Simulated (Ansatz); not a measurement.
**Short convergence ladders for a (110) slab of MgPd (cut from a parent of space group no. 221; 10 atoms in the cell)**

```yaml
crystal:
  lattice:
    - [3.13960, 0.00000, 0.00000]
    - [0.00000, 4.44007, 0.00000]
    - [0.00000, 0.00000, 22.88019]
  atoms:
    - { symbol: Mg, position: [0.00000, 0.00000, 0.30594] }
    - { symbol: Pd, position: [0.50000, 0.50000, 0.30594] }
    - { symbol: Mg, position: [0.00000, 0.50000, 0.40297] }
    - { symbol: Pd, position: [0.50000, 0.00000, 0.40297] }
    - { symbol: Mg, position: [0.00000, 0.00000, 0.50000] }
    - { symbol: Pd, position: [0.50000, 0.50000, 0.50000] }
    - { symbol: Mg, position: [0.00000, 0.50000, 0.59703] }
    - { symbol: Pd, position: [0.50000, 0.00000, 0.59703] }
    - { symbol: Mg, position: [0.00000, 0.00000, 0.69406] }
    - { symbol: Pd, position: [0.50000, 0.50000, 0.69406] }
```

Base method: LDA (PW92), default PAW files made with PBE (plane waves; Ansatz, an electronic-structure program).

Base settings: basis.ecutwfc = 420 eV; kpoints.mp_grid.grid = 5 4 1; hamiltonian.xc = lda; hamiltonian.pseudopotentials = {kind: paw} (the program's default PAW files); scf.occupations.method = gaussian; scf.occupations.width = 0.1 eV.

The count of work is k-points × plane waves × bands × iterations; it is no time. 

**The vacuum**

The mesh stays at the base's, so the ladder's end is converged at best in this setting alone.

Only quantities that move along the ladder and can be compared are tabulated.

| vacuum between outermost atoms (Å) | free energy less the last step's (meV/atom) | largest difference of a force vector from the last step's (eV/Å) | count of work / last |
|---|---|---|---|
| 3.0 | -123.80 | 1.058 | 0.24 |
| 4.0 | -49.30 | 0.431 | 0.33 |
| 5.0 | -16.96 | 0.116 | 0.32 |
| 6.0 | -5.95 | 0.040 | 0.34 |
| 7.0 | -1.84 | 0.014 | 0.41 |
| 8.0 | -0.54 | 0.004 | 0.43 |
| 10.0 | -0.06 | 0.000 | 0.48 |
| 12.0 | -0.01 | 0.000 | 0.54 |
| 14.0 | 0.00 | 0.000 | 0.59 |
| 17.0 | 0.00 | 0.000 | 0.66 |
| 20.0 | 0.00 | 0.000 | 0.74 |
| 25.0 | -0.01 | 0.000 | 0.87 |
| 30.0 | 0.00 | 0.000 | 1.0 |

Smallest vacuum between outermost atoms (Å) that holds the forces within 0.02 eV/Å of the last step, with all finer ones: 7.0, at 0.41 of the last step's count of work; the step before is off by 0.040 eV/Å.

Smallest vacuum between outermost atoms (Å) that holds the free energy within 0.5 meV/atom of the last step, with all finer ones: 10.0; the step before is off by 0.54 meV/atom.

**The k-point mesh**

Only quantities that move along the ladder and can be compared are tabulated.

```csv
kpoints.mp_grid.grid,free energy less the last step's (meV/atom),largest difference of a force vector from the last step's (eV/Å),count of work / last
2 2 1,352.88,0.296,0.046
3 2 1,-109.92,0.191,0.039
4 3 1,25.44,0.091,0.054
5 4 1,-11.14,0.101,0.072
6 4 1,12.04,0.059,0.096
7 5 1,-0.99,0.047,0.086
8 6 1,2.06,0.055,0.16
9 6 1,-2.73,0.042,0.14
10 8 1,1.57,0.036,0.24
12 9 1,0.88,0.013,0.25
14 10 1,-0.30,0.011,0.34
17 12 1,0.12,0.007,0.45
20 14 1,-0.28,0.006,0.63
23 16 1,-0.13,0.004,0.77
27 19 1,0.00,0.000,1.0
```

Coarsest kpoints.mp_grid.grid that holds the free energy within 5 meV/atom of the last step, with all finer ones: 7 5 1, at 0.086 of the last step's count of work; the step before is off by 12 meV/atom.

**The plane-wave cutoff**

The mesh stays at the base's, so the ladder's end is converged at best in this setting alone.

Only quantities that move along the ladder and can be compared are tabulated.

| basis.ecutwfc | free energy less the last step's (meV/atom) | largest difference of a force vector from the last step's (eV/Å) | count of work / last |
|---|---|---|---|
| 210 eV | 4810.35 | 0.076 | 0.15 |
| 250 eV | 1053.83 | 0.035 | 0.18 |
| 295 eV | 158.40 | 0.006 | 0.21 |
| 355 eV | 6.32 | 0.002 | 0.27 |
| 420 eV | 0.96 | 0.000 | 0.35 |
| 505 eV | 0.49 | 0.000 | 0.46 |
| 630 eV | 0.24 | 0.000 | 0.65 |
| 840 eV | 0.00 | 0.000 | 1.0 |

Coarsest basis.ecutwfc that holds the forces within 0.01 eV/Å of the last step, with all finer ones: 295 eV, at 0.21 of the last step's count of work; the step before is off by 0.035 eV/Å.

Coarsest basis.ecutwfc that holds the free energy within 5 meV/atom of the last step, with all finer ones: 420 eV, at 0.35 of the last step's count of work; the step before is off by 6.3 meV/atom.

On the base run: the starting cell comes from a database of computed structures (which also holds hypothetical and non-ambient phases and stackings), without a prior relaxation at this level. The slab is cut from that crystal, and its faces are unrelaxed. Its lattice was rescaled by up to half a per cent. Spin polarisation is off. Without a gap this mesh is coarse (it stands for a supercell whose shortest in-plane vector is 16 Å).

Keys are those of Ansatz 0.2.
